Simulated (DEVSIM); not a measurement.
Device: Mo/SiO2/p-Ge capacitor, at 300 K.

| layer (left to right) | material | thickness (nm) | Na (cm⁻³) |
|---|---|---|---|
| 1 | SiO2 | 19.0 | - |
| 2 | Ge | 17000 | 1.2e15 |

Metal gate on the left, work function 4.6 eV. Fixed charge at the semiconductor interface 0 cm⁻² (in units of +e); no interface traps.

The device is made up for the run: typed textbook-type constants, with dimensions and the other settings drawn at random. Values at 300 K.

| parameter | SiO2 | Ge |
|---|---|---|
| gap (eV) | 9 | 0.664 |
| affinity (eV) | 0.9 | 4 |
| permittivity | 3.9 | 16 |
| Nc (cm⁻³) | - | 1.04e19 |
| Nv (cm⁻³) | - | 6e18 |

Model (solved in DEVSIM): 1D Poisson equation in equilibrium, Boltzmann statistics, complete ionisation; no quantum confinement or tunnelling. Metal contacts follow the ideal Schottky-Mott rule: no Fermi-level pinning, no interface dipoles.

Question: Tabulate band edges, carrier densities and field at -0.6 V on the gate.

Answer: Energies count from the Fermi level of the right contact; mesh points crowd at the junctions.

```csv
x (μm),Ec (eV),Ev (eV),n (cm⁻³),p (cm⁻³),field (V/cm)
0.000,4.300,-4.700,< 1e2,< 1e2,-310000
0.001812,4.244,-4.756,< 1e2,< 1e2,-310000
0.006098,4.113,-4.887,< 1e2,< 1e2,-310000
0.01359,3.882,-5.117,< 1e2,< 1e2,-310000
0.01821,3.741,-5.259,< 1e2,< 1e2,-310000
0.01964,0.612,-0.052,5.4e8,8.1e17,-68000
0.02266,0.595,-0.069,1.1e9,4.1e17,-49000
0.03591,0.553,-0.111,5.3e9,8.3e16,-21000
0.06613,0.513,-0.151,2.5e10,1.7e16,-8700
0.1469,0.474,-0.190,1.1e11,3.9e15,-2700
0.3627,0.449,-0.215,3.0e11,1.5e15,-400
1.312,0.444,-0.220,3.6e11,1.2e15,≈ 0
3.475,0.444,-0.220,3.6e11,1.2e15,≈ 0
9.076,0.444,-0.220,3.6e11,1.2e15,≈ 0
14.83,0.444,-0.220,3.6e11,1.2e15,≈ 0
16.20,0.444,-0.220,3.6e11,1.2e15,≈ 0
16.71,0.444,-0.220,3.6e11,1.2e15,≈ 0
16.91,0.444,-0.220,3.6e11,1.2e15,≈ 0
16.99,0.444,-0.220,3.6e11,1.2e15,≈ 0
17.01,0.444,-0.220,3.6e11,1.2e15,≈ 0
17.02,0.444,-0.220,3.6e11,1.2e15,≈ 0
17.02,0.444,-0.220,3.6e11,1.2e15,≈ 0
```
